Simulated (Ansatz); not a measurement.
Defect: interstitial N in monoclinic HfO2, charge state -1. Method: PBE, PAW (plane waves to 420 eV; Ansatz, a first-principles code).

96-site cell at the relaxed PBE lattice, the Γ point alone, smearing 0.01 eV, spin-restricted, no finite-size correction. Energies are static. Spin-orbit coupling is left out. The charge state is imposed; whether it is stable for some Fermi level was not computed. Sites that were not tried may lie lower.

Barriers: single points on a 2×2×2 k-point mesh shifted by half a step at the bands' geometries.

Relaxed starting cell (atoms counted from 1):

```yaml
crystal:
  lattice:
    - [10.32305, 0.00000, 0.00000]
    - [0.00000, 10.42402, 0.00000]
    - [-1.79660, 0.00000, 10.55307]
  atoms:
    - { symbol: Hf, position: [0.13818, 0.22789, 0.35354] }
    - { symbol: Hf, position: [0.13612, 0.22733, 0.85424] }
    - { symbol: Hf, position: [0.13574, 0.72888, 0.35405] }
    - { symbol: Hf, position: [0.13707, 0.72777, 0.85422] }
    - { symbol: Hf, position: [0.63718, 0.22951, 0.35513] }
    - { symbol: Hf, position: [0.63722, 0.22727, 0.85367] }
    - { symbol: Hf, position: [0.63515, 0.72312, 0.34794] }
    - { symbol: Hf, position: [0.63629, 0.72649, 0.85804] }
    - { symbol: Hf, position: [0.36105, 0.27128, 0.14480] }
    - { symbol: Hf, position: [0.36210, 0.27026, 0.64468] }
    - { symbol: Hf, position: [0.36723, 0.76841, 0.14647] }
    - { symbol: Hf, position: [0.36173, 0.77067, 0.64706] }
    - { symbol: Hf, position: [0.86208, 0.27049, 0.14650] }
    - { symbol: Hf, position: [0.86123, 0.27117, 0.64617] }
    - { symbol: Hf, position: [0.85821, 0.77099, 0.14675] }
    - { symbol: Hf, position: [0.85985, 0.77110, 0.64531] }
    - { symbol: Hf, position: [0.36226, 0.48000, 0.39705] }
    - { symbol: Hf, position: [0.36019, 0.47458, 0.89446] }
    - { symbol: Hf, position: [0.36234, 0.97713, 0.39465] }
    - { symbol: Hf, position: [0.36084, 0.97921, 0.89688] }
    - { symbol: Hf, position: [0.86183, 0.47791, 0.39575] }
    - { symbol: Hf, position: [0.86145, 0.47828, 0.89616] }
    - { symbol: Hf, position: [0.86113, 0.97900, 0.39711] }
    - { symbol: Hf, position: [0.86094, 0.97684, 0.89705] }
    - { symbol: Hf, position: [0.13792, 0.01876, 0.10404] }
    - { symbol: Hf, position: [0.13749, 0.02085, 0.60380] }
    - { symbol: Hf, position: [0.13661, 0.52238, 0.10485] }
    - { symbol: Hf, position: [0.13691, 0.52145, 0.60448] }
    - { symbol: Hf, position: [0.63566, 0.02287, 0.10612] }
    - { symbol: Hf, position: [0.63797, 0.01915, 0.60429] }
    - { symbol: Hf, position: [0.63650, 0.51826, 0.10126] }
    - { symbol: Hf, position: [0.63698, 0.52296, 0.60640] }
    - { symbol: O, position: [0.03360, 0.08607, 0.42466] }
    - { symbol: O, position: [0.03206, 0.08433, 0.92425] }
    - { symbol: O, position: [0.03304, 0.58496, 0.42472] }
    - { symbol: O, position: [0.03294, 0.58495, 0.92386] }
    - { symbol: O, position: [0.53278, 0.08636, 0.42513] }
    - { symbol: O, position: [0.53322, 0.08558, 0.92383] }
    - { symbol: O, position: [0.52897, 0.59219, 0.43823] }
    - { symbol: O, position: [0.53279, 0.57844, 0.92090] }
    - { symbol: O, position: [0.46821, 0.39994, 0.06530] }
    - { symbol: O, position: [0.46662, 0.41218, 0.57592] }
    - { symbol: O, position: [0.45618, 0.92977, 0.07907] }
    - { symbol: O, position: [0.46606, 0.91241, 0.57565] }
    - { symbol: O, position: [0.96610, 0.41393, 0.07596] }
    - { symbol: O, position: [0.96615, 0.41285, 0.57570] }
    - { symbol: O, position: [0.96582, 0.91297, 0.07594] }
    - { symbol: O, position: [0.96678, 0.91326, 0.57623] }
    - { symbol: O, position: [0.46674, 0.33949, 0.32429] }
    - { symbol: O, position: [0.46548, 0.33354, 0.82181] }
    - { symbol: O, position: [0.46969, 0.83829, 0.32295] }
    - { symbol: O, position: [0.46454, 0.83391, 0.83005] }
    - { symbol: O, position: [0.96773, 0.33581, 0.32566] }
    - { symbol: O, position: [0.96584, 0.33478, 0.82566] }
    - { symbol: O, position: [0.96664, 0.83647, 0.32609] }
    - { symbol: O, position: [0.96487, 0.83479, 0.82533] }
    - { symbol: O, position: [0.03367, 0.16290, 0.17427] }
    - { symbol: O, position: [0.03232, 0.16313, 0.67430] }
    - { symbol: O, position: [0.03083, 0.66512, 0.17327] }
    - { symbol: O, position: [0.03182, 0.66349, 0.67385] }
    - { symbol: O, position: [0.53392, 0.16548, 0.17707] }
    - { symbol: O, position: [0.53308, 0.16216, 0.67381] }
    - { symbol: O, position: [0.57325, 0.71988, 0.13116] }
    - { symbol: O, position: [0.53230, 0.66366, 0.67976] }
    - { symbol: O, position: [0.22471, 0.37151, 0.48747] }
    - { symbol: O, position: [0.22157, 0.37150, 0.98751] }
    - { symbol: O, position: [0.22458, 0.87155, 0.48741] }
    - { symbol: O, position: [0.22197, 0.87031, 0.98638] }
    - { symbol: O, position: [0.72374, 0.37172, 0.48881] }
    - { symbol: O, position: [0.72524, 0.36876, 0.98815] }
    - { symbol: O, position: [0.72433, 0.87096, 0.49109] }
    - { symbol: O, position: [0.72304, 0.87154, 0.99023] }
    - { symbol: O, position: [0.27220, 0.12987, 0.01087] }
    - { symbol: O, position: [0.27544, 0.12773, 0.51108] }
    - { symbol: O, position: [0.27471, 0.62728, 0.01084] }
    - { symbol: O, position: [0.27391, 0.62900, 0.51388] }
    - { symbol: O, position: [0.77467, 0.12739, 0.01296] }
    - { symbol: O, position: [0.77485, 0.12850, 0.51277] }
    - { symbol: O, position: [0.77787, 0.62673, 0.00888] }
    - { symbol: O, position: [0.77478, 0.62699, 0.51076] }
    - { symbol: O, position: [0.27533, 0.11983, 0.26189] }
    - { symbol: O, position: [0.27399, 0.12073, 0.76134] }
    - { symbol: O, position: [0.26875, 0.62048, 0.26410] }
    - { symbol: O, position: [0.27374, 0.62017, 0.76174] }
    - { symbol: O, position: [0.77600, 0.12583, 0.26391] }
    - { symbol: O, position: [0.77502, 0.11987, 0.76226] }
    - { symbol: O, position: [0.77956, 0.62138, 0.26186] }
    - { symbol: O, position: [0.77447, 0.62092, 0.76123] }
    - { symbol: O, position: [0.22436, 0.37783, 0.23705] }
    - { symbol: O, position: [0.22352, 0.37717, 0.73742] }
    - { symbol: O, position: [0.22593, 0.87655, 0.23757] }
    - { symbol: O, position: [0.22374, 0.87754, 0.73719] }
    - { symbol: O, position: [0.72580, 0.37895, 0.23882] }
    - { symbol: O, position: [0.72434, 0.37726, 0.73911] }
    - { symbol: O, position: [0.73060, 0.88761, 0.24294] }
    - { symbol: O, position: [0.72255, 0.87705, 0.74048] }
    - { symbol: N, position: [0.50984, 0.61860, 0.20134] }
```
Cell charge -1.

End state 1 differs by these moves (Å; atoms that move under 0.08 Å are left out):

```json
[
 {"atom": "51", "element": "O", "Δx": "-0.08", "Δy": "-0.07", "Δz": "0.03"},
 {"atom": "63", "element": "O", "Δx": "-0.80", "Δy": "-1.24", "Δz": "0.86"},
 {"atom": "97", "element": "N", "Δx": "0.63", "Δy": "0.95", "Δz": "-0.65"}
]
```

### Question
Estimate the forward and backward barriers to end state 1 that PBE, PAW returns for this input.

### Answer
forward 1.77 eV, backward 1.76 eV; at the saddle point atom 63 has neighbours Hf at 2.08, Hf at 2.09; N at 1.45; O at 2.20 Å. The program found a first-order saddle point.
